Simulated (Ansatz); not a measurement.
Data:

```xyz
2
Lattice="0.0000 2.8287 2.8287 2.8287 0.0000 2.8287 2.8287 2.8287 0.0000" Properties=species:S:1:pos:R:3 pbc="T T T"
In     0.0000     0.0000     0.0000
P      1.4143     1.4143     1.4143
```

These are PBEsol with spin-orbit coupling, rigid bands (plane waves, PAW; Ansatz, an electronic-structure program) values and carry that method's errors. Condition of this run: hydrostatic pressure 10 GPa (the target of the relaxation). How the cell was made: cell and atoms relaxed with PBEsol, then loaded as said.

Question: What conductivity effective mass do dilute holes have at 300 K?

Answer: 0.49 mₑ.

Question: What conductivity effective mass do dilute electrons have at 300 K?

Answer: 0.099 mₑ.

Question: And the band gap?

Answer: 1.15 eV at this level; semilocal functionals usually fall short of the measured gap.

Rigid bands, one relaxation time for all states, no polarons.
